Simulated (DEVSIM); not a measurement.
Device: Schottky contact on n-type InP, at 300 K.

Layer 1 from the left is InP, thickness (μm) 1.80, Nd (cm⁻³) 1.1e17, τn (s) 9.7e-8, τp (s) 9.7e-8.

Left contact: Schottky, work function 4.93 eV, emission velocity 8.5e6 cm/s. Right contact: ohmic. Voltage is applied to the left contact. Recombination: SRH at mid-gap, Auger. Mobility is constant in doping.

This is a model device: material constants are rounded textbook-type values typed into the input, and sizes, dopings and lifetimes were drawn at random. Values at 300 K.

InP: gap (eV) 1.344, affinity (eV) 4.38, permittivity 12.5, Nc (cm⁻³) 5.7e17, Nv (cm⁻³) 1.1e19, μn (cm²/Vs) 5200, μp (cm²/Vs) 170, Cn (cm⁶/s) 9e-31, Cp (cm⁶/s) 9e-31.

Simulated with DEVSIM: 1D drift-diffusion, Boltzmann statistics, complete ionisation; no tunnelling, impact ionisation, image-force lowering or self-heating. Metal contacts follow the ideal Schottky-Mott rule: no Fermi-level pinning, no interface dipoles.

Dark forward current:

| |V| (V) | |J| (A/cm²) |
|---|---|
| 0.05 | 0.002608 |
| 0.10 | 0.02063 |
| 0.15 | 0.1452 |
| 0.20 | 1.005 |
| 0.25 | 6.938 |
| 0.30 | 47.70 |
| 0.35 | 321.6 |
| 0.40 | 1951 |
| 0.45 | 8279 |

**Question.** Work out the local ideality factor n = ΔV / (kT/q · ln(J2/J1)) between the rows 0.15 and 0.20 V, 0.40 and 0.45 V.

**Answer.** kT/q = 25.85 mV. From 0.15 to 0.20 V: ln(1.005/0.1452) = 1.935, n = 1.00, near the 1 of diffusion or emission over a barrier. From 0.40 to 0.45 V: ln(8279/1951) = 1.445, n = 1.34; the layers' resistance at their doping, Σ W/(qμN) = 2.0e-6 Ω cm², would take 12 mV of this step of 50 mV.

**Question.** Estimate the current at 0.25 V for emission alone, J0 = q v N_band exp(−φB/kT), and read the barrier back from the simulated current.

**Answer.** φB = 0.550 eV, N_band = 5.70e17 cm⁻³, J0 = 0.000446 A/cm²; J = J0 (exp(qV/kT) − 1) = 7.08 A/cm². The simulation gives 6.94 A/cm²; the estimate lies 2.0 % above. Read backwards, the simulated current gives an apparent barrier of 0.551 eV. The estimate leaves out transport through the depletion region and minority injection.
